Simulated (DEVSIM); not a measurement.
Structure: Al/Si3N4/p-Si capacitor, at 250 K.

```csv
layer (left to right),material,thickness (nm),Na (cm⁻³)
1,Si3N4,28.0,-
2,Si,6900,7e15
```

Metal gate on the left, work function 4.1 eV. Fixed charge at the semiconductor interface 0 cm⁻² (in units of +e); no interface traps.

Constants are typed, rounded textbook-type inputs, not results; the design itself was drawn at random and stands for no fabricated device. Values at 300 K; Nc and Nv go as T^1.5, mobilities as T to minus their exponent, the gap by Varshni's rule with the affinity fixed.

```
parameter         Si3N4        Si
----------------  -----  --------
gap (eV)            5.1     1.124
affinity (eV)       2.1      4.05
permittivity        7.5      11.7
Nc (cm⁻³)             -   2.86e19
Nv (cm⁻³)             -    3.1e19
Varshni α (eV/K)      -  0.000473
Varshni β (K)         -       636
```

Model (solved in DEVSIM): 1D Poisson equation in equilibrium, Boltzmann statistics, complete ionisation; no quantum confinement or tunnelling. Metal contacts follow the ideal Schottky-Mott rule: no Fermi-level pinning, no interface dipoles.

Question: Tabulate band edges, carrier densities and field at 1.7 V on the gate.

Answer: Energies count from the Fermi level of the right contact; mesh points crowd at the junctions.

```json
[
 {"x (μm)": "0.000", "Ec (eV)": "0.300", "Ev (eV)": "-4.800", "n (cm⁻³)": "< 1e2", "p (cm⁻³)": "< 1e2", "field (V/cm)": "590000"},
 {"x (μm)": "0.001757", "Ec (eV)": "0.404", "Ev (eV)": "-4.696", "n (cm⁻³)": "< 1e2", "p (cm⁻³)": "< 1e2", "field (V/cm)": "590000"},
 {"x (μm)": "0.005727", "Ec (eV)": "0.638", "Ev (eV)": "-4.462", "n (cm⁻³)": "< 1e2", "p (cm⁻³)": "< 1e2", "field (V/cm)": "590000"},
 {"x (μm)": "0.01492", "Ec (eV)": "1.180", "Ev (eV)": "-3.920", "n (cm⁻³)": "< 1e2", "p (cm⁻³)": "< 1e2", "field (V/cm)": "590000"},
 {"x (μm)": "0.02457", "Ec (eV)": "1.749", "Ev (eV)": "-3.351", "n (cm⁻³)": "< 1e2", "p (cm⁻³)": "< 1e2", "field (V/cm)": "590000"},
 {"x (μm)": "0.02730", "Ec (eV)": "1.910", "Ev (eV)": "-3.190", "n (cm⁻³)": "< 1e2", "p (cm⁻³)": "< 1e2", "field (V/cm)": "590000"},
 {"x (μm)": "0.02864", "Ec (eV)": "0.020", "Ev (eV)": "-1.116", "n (cm⁻³)": "8.6e18", "p (cm⁻³)": "< 1e2", "field (V/cm)": "240000"},
 {"x (μm)": "0.03295", "Ec (eV)": "0.075", "Ev (eV)": "-1.061", "n (cm⁻³)": "6.6e17", "p (cm⁻³)": "< 1e2", "field (V/cm)": "79000"},
 {"x (μm)": "0.04261", "Ec (eV)": "0.130", "Ev (eV)": "-1.006", "n (cm⁻³)": "5.3e16", "p (cm⁻³)": "< 1e2", "field (V/cm)": "46000"},
 {"x (μm)": "0.06622", "Ec (eV)": "0.227", "Ev (eV)": "-0.909", "n (cm⁻³)": "5.7e14", "p (cm⁻³)": "< 1e2", "field (V/cm)": "39000"},
 {"x (μm)": "0.1286", "Ec (eV)": "0.451", "Ev (eV)": "-0.685", "n (cm⁻³)": "1.7e10", "p (cm⁻³)": "370000", "field (V/cm)": "33000"},
 {"x (μm)": "0.3833", "Ec (eV)": "0.930", "Ev (eV)": "-0.206", "n (cm⁻³)": "< 1e2", "p (cm⁻³)": "1.6e15", "field (V/cm)": "5700"},
 {"x (μm)": "0.9168", "Ec (eV)": "0.961", "Ev (eV)": "-0.175", "n (cm⁻³)": "< 1e2", "p (cm⁻³)": "7.0e15", "field (V/cm)": "≈ 0"},
 {"x (μm)": "2.326", "Ec (eV)": "0.961", "Ev (eV)": "-0.175", "n (cm⁻³)": "< 1e2", "p (cm⁻³)": "7.0e15", "field (V/cm)": "≈ 0"},
 {"x (μm)": "5.450", "Ec (eV)": "0.961", "Ev (eV)": "-0.175", "n (cm⁻³)": "< 1e2", "p (cm⁻³)": "7.0e15", "field (V/cm)": "≈ 0"},
 {"x (μm)": "6.337", "Ec (eV)": "0.961", "Ev (eV)": "-0.175", "n (cm⁻³)": "< 1e2", "p (cm⁻³)": "7.0e15", "field (V/cm)": "≈ 0"},
 {"x (μm)": "6.700", "Ec (eV)": "0.961", "Ev (eV)": "-0.175", "n (cm⁻³)": "< 1e2", "p (cm⁻³)": "7.0e15", "field (V/cm)": "≈ 0"},
 {"x (μm)": "6.837", "Ec (eV)": "0.961", "Ev (eV)": "-0.175", "n (cm⁻³)": "< 1e2", "p (cm⁻³)": "7.0e15", "field (V/cm)": "≈ 0"},
 {"x (μm)": "6.903", "Ec (eV)": "0.961", "Ev (eV)": "-0.175", "n (cm⁻³)": "< 1e2", "p (cm⁻³)": "7.0e15", "field (V/cm)": "≈ 0"},
 {"x (μm)": "6.919", "Ec (eV)": "0.961", "Ev (eV)": "-0.175", "n (cm⁻³)": "< 1e2", "p (cm⁻³)": "7.0e15", "field (V/cm)": "≈ 0"},
 {"x (μm)": "6.925", "Ec (eV)": "0.961", "Ev (eV)": "-0.175", "n (cm⁻³)": "< 1e2", "p (cm⁻³)": "7.0e15", "field (V/cm)": "≈ 0"},
 {"x (μm)": "6.928", "Ec (eV)": "0.961", "Ev (eV)": "-0.175", "n (cm⁻³)": "< 1e2", "p (cm⁻³)": "7.0e15", "field (V/cm)": "≈ 0"}
]
```
